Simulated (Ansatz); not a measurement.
Functionals compared on OH on the 1x1 (111) surface of fcc Al, one in a 2x2 cell, started at the site 'hollow Al-Al-Al over Al at depth 4.6 Å', in Ansatz (plane waves, PAW). The structure was relaxed with PBE; the other rows are single points on it, each with its references at the same level. Cutoff 420 eV (500 eV for r2SCAN).

Slab: 18 atoms, 7.0 Å thick at the start under the adsorbate (thin: gaps and levels are the slab's own); k 6x6x1, smearing 0.1 eV, dipole-corrected; 8 atoms held, the rest relaxed; no symmetry held; spin-polarised, no spin-orbit, no U, no dispersion correction. The starting moment vanished. At the end it is bonded to 3 Al. In PBE this state lies 0.06 eV over the lowest of the starts that converged ('bridge Al-Al (span 2.9 Å)'). These notes are the PBE run's. r2SCAN: The program's check for a lower electronic state was not made. Adsorption energies are against H2O(g) − ½ H2(g). A negative adsorption energy means that the adsorbate is more stable on the surface than in its reference.

```
functional  adsorption energy (eV)  work function of the top face (eV)  change of the work function (eV)  magnetic moment of the cell (μB)  rough cost of the single point
----------  ----------------------  ----------------------------------  --------------------------------  --------------------------------  ------------------------------
PBE                          -0.66                                2.63                             -1.41                              0.00                               –
RPBE                         -0.46                                2.54                             -1.41                              0.00        roughly 2.5 core-minutes
r2SCAN                         ___                                 ___                               ___                              0.00     very roughly 6 core-minutes
```

Fill in the missing entries.


- r2SCAN, adsorption energy (eV): -0.84
- r2SCAN, work function of the top face (eV): 2.54
- r2SCAN, change of the work function (eV): -1.54

Ansatz is a program for electronic structure.
